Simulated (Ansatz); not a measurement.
Seebeck coefficient (μV/K, mean over directions) of n-type MgO (Fm-3m) against carrier density, r2SCAN, rigid bands run with Ansatz (an electronic-structure program). Computed gap 5.68 eV; densities at which minority carriers matter at this gap, or further valleys turn the trend, are left out. Conductivity mass 0.37 mₑ (harmonic mean over directions), N_c = 5.9e18 cm⁻³ at 300 K.

```tsv
electron density	300 K	500 K
1e16 cm⁻³	-761	-828
1e17 cm⁻³	-562	(withheld)
1e18 cm⁻³	-365	-431
3e18 cm⁻³	-273	-338
1e19 cm⁻³	-179	-239
3e19 cm⁻³	-106	-156
1e20 cm⁻³	-52	(withheld)
3e20 cm⁻³	-26	-43
1e21 cm⁻³	-13	(withheld)
```

**Question.** Fill in the missing entries.

**Answer.** 
- 1e17 cm⁻³, 500 K: -629
- 1e20 cm⁻³, 500 K: -84
- 1e21 cm⁻³, 500 K: -21

Rigid bands with a gap fixed in temperature, one relaxation time for all states, no polarons or phonon drag, and whether or not such doping can be reached. Spin-orbit coupling is left out.
